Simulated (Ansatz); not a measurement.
The reference is a 16-atom supercell of InAs in the zinc blende structure (space group F-43m, No. 216; a = 6.186 Å) at its relaxed geometry.

The values are results of Kohn–Sham DFT with the PBE functional, run in Ansatz (a quantum-chemistry and plane-wave program) with PAW and 420 eV plane waves, scalar-relativistic without spin-orbit coupling, not measurements.

Before the change:

| Property | Result |
|---|---|
| Pressure | 0.0 GPa |
| Mean distance from the defect site to its nearest host atoms | 2.68 Å |

The change: one In atom is replaced by B, atoms relaxed at fixed cell, starting from a slightly rattled geometry.

Problem. What happens to the pressure, largest displacement of a host atom from its site in the perfect cell and mean distance from the defect site to its nearest host atoms?

Solution. The pressure goes from zero to -3.4 GPa; the largest displacement of a host atom from its site in the perfect cell comes out as 0.37 Å; the mean distance from the defect site to its nearest host atoms decreases by 0.36 Å (2.68 Å → 2.32 Å).

The cell is small, so the values are those of an ordered compound at a high defect concentration; dilute-limit values will differ. All final runs are without spin polarisation. The defect cell is not spin-polarised.
